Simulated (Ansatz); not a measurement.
C11b MoSi₂: LDA at its full settings (plane-wave cutoff 520 eV, 24×24×24 k mesh, Fermi–Dirac smearing 0.05 eV, no spin polarisation, scalar-relativistic PAW data made under PBE) and at cheaper ones, in a cell of 3 atoms with Γ-centred meshes.

```tsv
level and setting	lattice parameter a (Å)	c axis length (Å)	bulk modulus (GPa)
LDA (Ansatz)	3.174	7.777	225
LDA (250 eV cutoff) (Ansatz)	3.176	7.796	209
LDA (Γ point alone) (Ansatz)	3.214	10.056	61.5
LDA (2×2×2 k mesh) (Ansatz)	3.211	7.675	220
LDA (4×4×4 k mesh) (Ansatz)	3.174	7.779	221
```

Largest shifts from the full settings: lattice constant a +1.26 % (LDA (Γ point alone)), against a difference of -0.97 % of the full result from the reference 3.205 Å (measured, temperature not stated, no zero-point or thermal correction; as tabulated in Pavlosiuk et al. (2022), arXiv:2202.05362); lattice parameter c +29 % (LDA (Γ point alone)), against a difference of -0.87 % of the full result from the reference 7.845 Å (measured, temperature not stated, not corrected to a static lattice; as tabulated in Pavlosiuk et al. (2022), arXiv:2202.05362); bulk modulus -73 % (LDA (Γ point alone)), against a difference of +1.4 % of the full result from the reference 222 ± 2 GPa (measured, room temperature, no zero-point or thermal correction, B' = 4; as tabulated in Structural stability of MoSi2 and Mo5Si3 under high pressure, Chin. Phys. B 26 …).

The full settings aren't shown to be converged themselves.

Ansatz's density-functional and Hartree–Fock values are scalar-relativistic unless marked +SOC, with PAW data made under PBE.

Run with cheap settings on purpose, which may leave them unconverged: LDA (250 eV cutoff), LDA (2×2×2 k mesh), LDA (4×4×4 k mesh), LDA (Γ point alone).

Ansatz is an electronic-structure program.
